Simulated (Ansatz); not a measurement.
The starting structures come from a database of crystals and need not be the phases stable at ambient conditions.

Tunnelling through a barrier is set by its complex band structure: the current falls as exp(−2κd) with the smallest κ.

Here is the system:

```xyz
18
Lattice="6.3011 0.0000 0.0000 2.5526 6.9823 0.0000 2.6115 -0.9547 5.0179" Properties=species:S:1:pos:R:3 pbc="T T T"
Na     1.2763     3.4911     0.0000
Cr     4.1684     4.4073     1.9484
Cr     7.2967     1.6203     3.0694
In     0.0000     0.0000     0.0000
H      7.3669     4.8742     3.6520
H      4.0983     1.1533     1.3659
H      5.1291    -0.4769     3.7985
H      6.3361     6.5045     1.2193
O      7.0557     5.7609     3.9827
O      4.4095     0.2667     1.0352
O      5.5968     4.8699     1.2931
O      5.8684     1.1577     3.7248
O      3.9614     2.8019     1.7507
O      7.5037     3.2256     3.2671
O      2.8761     5.2019     1.1667
O      8.5891     0.8257     3.8512
O      7.3105     1.2931     1.3945
O      4.1547     4.7344     3.6234
```

Space group of this cell: C2/m. The cell is taken as given; by PBEsol its mean pressure is -5.2 GPa.

Transport runs along the normal of the first two printed cell vectors.

The gap is the functional's own, uncorrected, and κ follows it; spin-orbit coupling is left out. Mid-gap values are interpolated between the computed energies.

State the band gap and the smallest decay constant κ at mid-gap according to PBEsol (Ansatz, an electronic-structure program).

Gap 2.50 eV on a 6×6×6 mesh; κ = 0.475 1/Å, at (0.500, 0.500) of the in-plane reciprocal vectors. At the zone centre, at the nearest computed energy, the slowest state has κ = 0.56 1/Å.
